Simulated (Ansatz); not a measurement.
The reference is BeTe in the zinc blende structure (space group F-43m, No. 216; a = 5.657 Å). Axes: x, y, z lie along the cube axes.

All numbers come from DFT with r2SCAN, PAW potentials and a 500 eV plane-wave cutoff in Ansatz (a first-principles code), no SOC.

Before the change:

The band gap comes out as 2.37 eV.

It is then changed as follows: a pure shear with ε_xy = ε_yx = 0.0200, atoms relaxed at fixed cell.

**Question.** What happens to the band gap?

**Answer.** The band gap falls by 0.269 eV, from 2.37 eV to 2.11 eV.

**Question.** What happens to the energy relative to the base?

**Answer.** The energy grows by 5.9 meV/atom.

With Te present, leaving out spin-orbit coupling can change the band edges. The cells carry an imposed strain or load. No phonon test of stability was made.
